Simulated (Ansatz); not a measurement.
## Refining one setting for a (100) slab of Pd (cut from a parent of space group no. 225; 6 atoms in the cell)

```
Pd
1.0
    2.75056     0.00000     0.00000
   -2.75056     2.75056     0.00000
    0.00000     0.00000    25.79330
Pd
6
Cartesian
  0.00000   0.00000   9.95869
  1.37528   1.37528   8.00000
  0.00000   0.00000  13.87600
  1.37528   1.37528  11.91730
  0.00000   0.00000  17.79330
  1.37528   1.37528  15.83461
```

Level of theory: PBEsol, default PAW files made with PBE (plane waves; Ansatz, a program for electronic structure).

The starting cell comes from a database of computed structures (which also holds hypothetical and non-ambient phases and stackings), without a prior relaxation at this level. The slab is cut from that crystal, and its faces are unrelaxed. Its lattice was rescaled in the plane by a random factor within 2.5 % of one. Spin polarisation is off.

Held fixed: kpoints.mp_grid.grid = 9 9 1; hamiltonian.xc = pbesol; hamiltonian.pseudopotentials = {kind: paw} (the program's default PAW files); scf.occupations.method = methfessel_paxton; scf.occupations.width = 0.0073 Ry.

ΔF is the free energy per atom less that of the last row (28.0).

| vacuum between outermost atoms (Å) | ΔF (meV/atom) | largest force (eV/Å) | plane waves | iterations |
|---|---|---|---|---|
| 3.0 | -133.2 | 0.666 | 1927 | 9 |
| 4.0 | -30.1 | 0.110 | 2091 | 10 |
| 5.0 | -3.8 | 0.300 | 2221 | 12 |
| 6.0 | -0.30 | 0.346 | 2393 | 11 |
| 8.0 | 0.02 | 0.349 | 2679 | 11 |
| 10.0 | 0.01 | 0.348 | 2991 | 10 |
| 12.0 | 0.00 | 0.348 | 3285 | 10 |
| 15.0 | 0.00 | 0.349 | 3751 | 11 |
| 16.0 | 0.00 | 0.349 | 3891 | 10 |
| 18.0 | 0.00 | 0.349 | 4177 | 10 |
| 22.0 | 0.00 | 0.349 | 4791 | 11 |
| 28.0 | 0.00 | 0.349 | 5699 | 11 |

Energy within 0.5 meV/atom of the last row: from vacuum between outermost atoms (Å) = 6.0 on; the one before it is off by 3.8 meV/atom.

Largest force within 0.005 eV/Å of the last row: from vacuum between outermost atoms (Å) = 6.0 on; the one before it is off by 0.048 eV/Å. The value it settles on is 0.349 eV/Å at this level of theory and with the other settings as held.

Keys are those of Ansatz 0.2.
